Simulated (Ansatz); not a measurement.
LiH in the zinc blende structure (space group F-43m, No. 216; a hypothetical phase, not in the database extracts checked)

```
LiH
1.0
    0.00000     2.12873     2.12873
    2.12873     0.00000     2.12873
    2.12873     2.12873     0.00000
H Li
1 1
Cartesian
  3.19310   3.19310   3.19310
  0.00000   0.00000   0.00000
```

Computed with PBEsol in Ansatz (plane waves to 420 eV, PAW, no spin-orbit coupling). Γ-centred 13×13×13 mesh, Fermi–Dirac width 0.05 eV.

| Property | Value |
|---|---|
| Volume per atom | 9.65 Å³ |
| Density | 0.68 g/cm³ |
| Band gap | 4.01 eV, indirect, W → L |
| Electron mass | 0.25 mₑ along k, 2.1 mₑ across |
| Lowest conduction-band minima above the VBM | L along ⟨111⟩ 4.01 eV; a point along ⟨110⟩, about 1.3 Å⁻¹ from Γ 4.89 eV |
| Total energy | -109.684 eV/atom (σ→0; compares only within this code and set-up) |

Masses are band curvatures over ±0.01 Å⁻¹ around the edge. Along k means along the line from Γ to the band edge. Stability against distortions was not tested.

Ansatz is an electronic-structure program.
